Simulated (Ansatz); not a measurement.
Amorphous Si24O53Ta2, 79 atoms at 2.65 g/cm³, one PBE-relaxed geometry, zone centre. Methods: PBE, scalar-relativistic without spin-orbit coupling (Ansatz, a quantum-chemistry and plane-wave program); r2SCAN, scalar-relativistic without spin-orbit coupling (Ansatz); HSE06, scalar-relativistic without spin-orbit coupling (Ansatz). Plane waves to 420 eV (r2SCAN 500 eV); exact exchange is cut at the cell's faces. At PBE the levels at both edges of the gap are localised (band-tail or defect states), and the nearest spread-out levels lie 5.4 eV apart at the zone centre. All rungs ran without spin polarisation.

A CHGNet melt-quench gave the starting glass, which DFT then relaxed. O atoms were pushed apart under 1.9 Å during the dynamics, to hinder bonds among them. The hot cell started wider than the set density and was brought back towards it in steps. It is the lowest in DFT energy of 2 quenches. It is a model cell: composition and starting density were chosen by hand, and all elements were melted together. No dispersion term was used. Its density started from a set value of 2.65 and ended at 2.65 g/cm³. The quench (nominally 320 K/ps over its main leg) was far faster than any real one, so the model tends to hold more defects than a real film. A cell of this size samples the disorder only roughly. The volume was held where the preparation left it, at a PBE pressure of 1.9 GPa. Stress components on the final sampling reach 3.8 GPa.

The relaxation ran on the zone centre alone. At PBE the gap between localised states is 4.50 eV on a 2×2×2 Γ-centred mesh, and the spacing at the zone centre alone 4.49 eV.

### Question
What zone-centre spacing does r2SCAN give, roughly?

### Answer
4.93 eV (+0.43 eV against PBE).

### Question
What zone-centre spacing does HSE06 give, roughly?

### Answer
6.15 eV (+1.66 eV against PBE).

The highest filled and the lowest empty state spread over these numbers of atoms (participation numbers): PBE: 5.5 and 2.9; r2SCAN: 5.4 and 2.7; HSE06: 5.4 and 2.7.
